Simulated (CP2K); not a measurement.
CP2K is run on Ba4Bi3 (I-43d, 14 atoms in the cell), and the run fails. The aim is a self-consistent single point with DFT PBEsol, GPW, DZVP-MOLOPT-SR-GTH basis, GTH-PBE potentials (GTH_POTENTIALS).

Cell that was meant: a = 9.1941 Å, b = 9.1941 Å, c = 9.1941 Å, α = 109.47°, β = 109.47°, γ = 109.47°.

Part of the input:

```
    POTENTIAL_FILE_NAME GTH_POTENTIALS
    &QS
      METHOD GPW
      EPS_DEFAULT 1E-4
    &END QS
    &MGRID
      CUTOFF 500
```

Output (repeated stretches shortened):

```
 SCF WAVEFUNCTION OPTIMIZATION

  Step     Update method      Time    Convergence         Total energy    Change

 *******************************************************************************
 *   ___                                                                       *
 *  /   \                                                                      *
 * [ABORT]                                                                     *
 *  \___/      Cholesky decompose failed: matrix is not positive definite or   *
 *    |                               ill-conditioned                          *
   [... lines left out ...]
 * / \                                                fm/cp_cfm_cholesky.F:105 *
 *******************************************************************************

 ===== Routine Calling Stack =====

            9 cp_cfm_cholesky_decompose
            8 cp_cfm_geeig
            7 do_general_diag_kp
            6 qs_scf_new_mos_kp
            5 scf_env_do_scf_inner_loop
            4 scf_env_do_scf
            3 qs_energies
            2 qs_forces
            1 CP2K
Abort(1) on node 0 (rank 0 in comm 0): application called MPI_Abort(MPI_COMM_WORLD, 1) - process 0
```

Task: Read the log: what does the program object to, and what is the fix?

Result: The fault is a loose overall precision setting; here the program stops on it instead of giving results. To fix it, restore the tighter precision. The program stopped with an error.

The sound input it was made from differs as follows (other fixes are possible):
```diff
-      EPS_DEFAULT 1E-4
+      EPS_DEFAULT 1E-10
```

With that input, the run converged in 20 iterations: free energy E − TS -6449.9072 eV; Fermi level (on the code's own zero) 4.98 eV; pressure 0.50 GPa; largest force (vector length) 0.022 eV/Å (DFT PBEsol, GPW, DZVP-MOLOPT-SR-GTH basis, GTH-PBE potentials (GTH_POTENTIALS)).

On the sound input: the starting cell comes from a database of published, mostly measured structures (it also holds non-ambient and calculated ones), without a prior relaxation at this level. Its lattice was rescaled by a random factor within 2.5 % of one. Values carry the incompleteness of an atom-centred basis. The potentials were made for another functional than the one used.
